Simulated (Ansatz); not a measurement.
The reference is MgO in the wurtzite structure (space group P6_3mc, No. 186; a = 3.303 Å, c = 5.021 Å; a cell from a computed database, its experimental status unchecked). Axes: x lies along a and z along c of the hexagonal cell.

One thing is altered: strain tensor (xx, yy, zz, yz, xz, xy) = (−2.65, +0.53, −1.63, +0.38, −0.24, −0.96) %; the atoms relax in the strained cell.

Levels (all Ansatz, a program for electronic structure, PAW): PBEsol (420 eV, without spin-orbit coupling); r2SCAN (500 eV, spin-orbit coupling left out).

The geometry is relaxed with PBEsol.

| Property | Result |
|---|---|
| PBEsol electron mass | 0.34 mₑ (at Γ) |
| PBEsol lowest conduction level above the VBM at special points | Γ 3.53 eV; X 6.08 eV; V₂ 7.33 eV; U₂ 7.34 eV |
| PBEsol pressure | 47.0 kbar |

Problem. What does r2SCAN give at this geometry for the electron mass, lowest conduction level above the VBM at special points and pressure?

Solution. The electron mass goes from 0.34 mₑ (at Γ) to 0.37 mₑ (at Γ); the lowest conduction level above the VBM at special points changes from Γ 3.53 eV; X 6.08 eV; V₂ 7.33 eV; U₂ 7.34 eV to Γ 4.34 eV; X 6.91 eV; V₂ 8.23 eV; U₂ 8.24 eV; the pressure shrinks by 8.0 kbar to 39.0 kbar.

Single points use the geometry relaxed with PBEsol. Their cutoffs differ, which shifts pressures a little. The levels and masses belong to the bands next to the band gap. Effective masses come from finite differences of ±0.01 Å⁻¹. Stability against distortions was not tested. This is not the structure that MgO has at room temperature and ambient pressure. Labels are those of the standard path for the cell's own space group.
